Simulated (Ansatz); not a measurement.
Take WS$_{2}$ in the 2H-MoS2 type structure (space group P6_3/mmc, No. 194; layered, stacked along the Cartesian z axis) as the base.

```
WS2
1.0
    3.16997     0.00000     0.00000
   -1.58498     2.74527     0.00000
    0.00000     0.00000    12.49179
W S
2 4
Direct
  0.33333   0.66667   0.25000
  0.66667   0.33333   0.75000
  0.33333   0.66667   0.62490
  0.66667   0.33333   0.12490
  0.66667   0.33333   0.37510
  0.33333   0.66667   0.87510
```

Cartesian axes are those of the cell as printed.

The values are results of r2SCAN+rVV10 in Ansatz (plane waves to 500 eV, PAW, no spin-orbit coupling), not measurements.

One thing is altered: tensor shear ε_xz = +1.96 % (engineering shear γ = 0.0392); the atoms relax in the strained cell.

Q: Predict the stress tensor and what it implies for the stiffness.

A: Stress of the strained cell less that of the base (GPa, compression positive):
```
  -0.01    0.00   -0.57
   0.00    0.07    0.00
  -0.57    0.00    0.19
```

Then −Δσ/γ with γ = 2ε = 0.0392 gives secant stiffness values (nonlinear terms included at this strain): C55 ≈ 15 GPa.

No phonon test of stability was made.

Ansatz is a first-principles code.
